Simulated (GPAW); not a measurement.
Worked example: self-consistent single point of TiZn₃ (P4mm, 4 atoms in the cell) in GPAW.

Method: LDA (Perdew-Wang 92), GPAW PAW datasets LDA (gpaw-data 1.0.1) (plane waves; GPAW 25.7.0).

```
CELL_PARAMETERS angstrom
      3.86919     0.00000     0.00000
      0.00000     3.86919     0.00000
      0.00000     0.00000     3.86919
ATOMIC_POSITIONS crystal
  Ti 0.00000 0.00000 0.01292
  Zn 0.00000 0.50000 0.50000
  Zn 0.50000 0.00000 0.50000
  Zn 0.50000 0.50000 0.00000
```

Reference input (self-consistent single point, DFT LDA (Perdew-Wang 92), plane waves, GPAW PAW datasets LDA (gpaw-data 1.0.1)): mode = pw; ecut = 850 eV; xc = LDA; kpts = 4 4 4; mesh shift (steps) = 0 0 0; occupations.name = fermi-dirac; occupations.width = 0.1 eV; nbands = -12; convergence.density = 1e-05 e/electron; convergence.energy = 1e-05 eV/electron; symmetry.symmorphic = false; symmetry.tolerance = 0.0005. This run's input differs from it in these lines:

```diff
@@ -2,3 +2,3 @@
 from ase.units import GPa
-from gpaw import GPAW, PW, FermiDirac
+from gpaw import GPAW, PW
 
@@ -17,3 +17,3 @@
             kpts={'size': (4, 4, 4), 'gamma': True},
-            occupations=FermiDirac(0.1),
+            occupations={'name': 'improved-tetrahedron-method'},
             nbands=-12,
```

The program printed (abridged):

```
     iter     time        total  log10-change:
                         energy   eigst   dens
iter:   1 --:--:--   -14.963334
iter:   2 --:--:--   -14.889817   -0.53  -1.46
iter:   3 --:--:--   -14.408263   -1.40  -1.48
iter:   4 --:--:--   -14.337654   -1.38  -1.59
iter:   5 --:--:--   -14.450952   -1.57  -1.78
   [... 5 lines left out ...]
iter:  11 --:--:--   -14.189766   -4.75  -2.72
iter:  12 --:--:--   -14.188992   -5.36  -2.83
iter:  13 --:--:--   -14.187872   -3.57  -2.87
iter:  14 --:--:--   -14.187872   -5.21  -2.95
iter:  15 --:--:--   -14.187873c  -5.23  -2.95
iter:  16 --:--:--   -14.188082c  -5.09  -2.97
   [... lines left out ...]
iter: 150 --:--:--   -14.187370c  -5.77  -3.27

Did not converge!

Here are some tips:

1) Make sure the geometry and spin-state is physically sound.
2) Use less aggressive density mixing.
3) Solve the eigenvalue problem more accurately at each scf-step.
4) Use a smoother distribution function for the occupation numbers.
5) Try adding more empty states.
6) Use enough k-points.
7) Don't let your structure optimization algorithm take too large steps.
8) Solve the Poisson equation more accurately.
9) Better initial guess for the wave functions.

See details here:

    https://gpaw.readthedocs.io/documentation/convergence.html
Traceback (most recent call last):
   [... frames left out ...]
gpaw.KohnShamConvergenceError: Did not converge!  See text output for help.
```

The run ended unconverged after 150 iterations. 

The starting cell comes from a database of computed structures (which also holds hypothetical and non-ambient phases and stackings), without a prior relaxation at this level. Its lattice was rescaled by up to half a per cent. One atom was moved a little off its site on purpose.

Cost on one core of a shared machine: roughly 4 min.
